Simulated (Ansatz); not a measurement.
Consider FeS2 (space group Pnnm, No. 58; non-magnetic).

```yaml
crystal:
  lattice:
    - [4.43883, 0.00000, 0.00000]
    - [0.00000, 5.40942, 0.00000]
    - [0.00000, 0.00000, 3.38966]
  atoms:
    - { symbol: Fe, position: [0.00000, 0.00000, 0.00000] }
    - { symbol: Fe, position: [0.50000, 0.50000, 0.50000] }
    - { symbol: S, position: [0.20628, 0.37517, 0.00000] }
    - { symbol: S, position: [0.70628, 0.12483, 0.50000] }
    - { symbol: S, position: [0.29372, 0.87517, 0.50000] }
    - { symbol: S, position: [0.79372, 0.62483, 0.00000] }
```

Method: PBE in Ansatz (plane waves to 420 eV, PAW, spin-orbit coupling left out).

For the base:

Gap character: indirect, k = (3/8, 0, 0) in the run's primitive reciprocal basis → T
Band gap: 0.88 eV
Density: 4.90 g/cm³

It is then changed as follows: a hydrostatic pressure of 75 GPa.

Problem. What does the calculation give for the gap character, band gap and density after the change?

Solution. The gap character goes from indirect, k = (3/8, 0, 0) in the run's primitive reciprocal basis → T to indirect, Γ–X (80 % along) → Γ; the band gap increases by 0.19 eV, from 0.88 eV to 1.07 eV; the density increases by 1.50 g/cm³, from 4.90 g/cm³ to 6.40 g/cm³.

Load acts through the strain it causes; cell and atoms are relaxed under it. Whether these cells are dynamically stable was not tested. Competing high-pressure phases were not computed. Starting moments died away, wholly or in part, for the base; another magnetic solution may exist. The final runs are not spin-polarised.

Ansatz is an electronic-structure program.
